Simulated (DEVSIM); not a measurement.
System: Au/SiO2/n-Si capacitor, at 300 K.

```
layer (left to right)  material  thickness (nm)  Nd (cm⁻³)
---------------------  --------  --------------  ---------
1                          SiO2            9.10          -
2                            Si            1600     1.3e17
```

Metal gate on the left, work function 5.1 eV. Fixed charge at the semiconductor interface -2.9e10 cm⁻² (in units of +e); no interface traps.

This is a model device: material constants are rounded textbook-type values typed into the input, and sizes, dopings and lifetimes were drawn at random. Values at 300 K.

| parameter | SiO2 | Si |
|---|---|---|
| gap (eV) | 9 | 1.124 |
| affinity (eV) | 0.9 | 4.05 |
| permittivity | 3.9 | 11.7 |
| Nc (cm⁻³) | - | 2.86e19 |
| Nv (cm⁻³) | - | 3.1e19 |

Simulated with DEVSIM: 1D Poisson equation in equilibrium, Boltzmann statistics, complete ionisation; no quantum confinement or tunnelling. Metal contacts follow the ideal Schottky-Mott rule: no Fermi-level pinning, no interface dipoles.

The SiO2 thickness was swept, all else fixed.

```
SiO2 thickness (μm)  threshold voltage (band bending 2φF) (V)  minimum of the low-frequency capacitance (μF/cm²)  capacitance of the dielectric stack (μF/cm²)
-------------------  ----------------------------------------  -------------------------------------------------  --------------------------------------------
0.0036                                                  -0.13                                              0.111                                         0.959
0.005                                                   -0.20                                              0.107                                         0.691
0.0064                                                  -0.28                                              0.103                                         0.540
0.0077                                                  -0.35                                             0.0980                                         0.448
0.0091                                                  -0.42                                             0.0944                                         0.379
0.011                                                   -0.52                                             0.0898                                         0.314
```

From the first row to the last the threshold voltage (band bending 2φF) goes from -0.13 to -0.52. From the first row to the last the minimum of the low-frequency capacitance goes from 0.111 to 0.0898.
